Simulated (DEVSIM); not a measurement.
Structure: Al/SiO2/p-Ge capacitor, at 300 K.

| layer (left to right) | material | thickness (nm) | Na (cm⁻³) |
|---|---|---|---|
| 1 | SiO2 | 16.0 | - |
| 2 | Ge | 12000 | 2.3e15 |

Metal gate on the left, work function 4.1 eV. Fixed charge at the semiconductor interface 1.1e10 cm⁻² (in units of +e); no interface traps.

The device is made up for the run: typed textbook-type constants, with dimensions and the other settings drawn at random. Values at 300 K.

| parameter | SiO2 | Ge |
|---|---|---|
| gap (eV) | 9 | 0.664 |
| affinity (eV) | 0.9 | 4 |
| permittivity | 3.9 | 16 |
| Nc (cm⁻³) | - | 1.04e19 |
| Nv (cm⁻³) | - | 6e18 |

DEVSIM, 1D Poisson equation in equilibrium, Boltzmann statistics, complete ionisation; no quantum confinement or tunnelling. Metal contacts follow the ideal Schottky-Mott rule: no Fermi-level pinning, no interface dipoles.

The gate work function was swept, all else fixed.

```csv
gate work function (eV),threshold voltage (band bending 2φF) (V),flat-band voltage (V)
3.8,-0.35,-0.67
3.95,-0.20,-0.52
4.1,-0.05,-0.37
4.25,0.10,-0.22
4.4,0.25,-0.07
```

From the first row to the last the threshold voltage (band bending 2φF) goes from -0.35 to 0.25. From the first row to the last the flat-band voltage goes from -0.67 to -0.07.
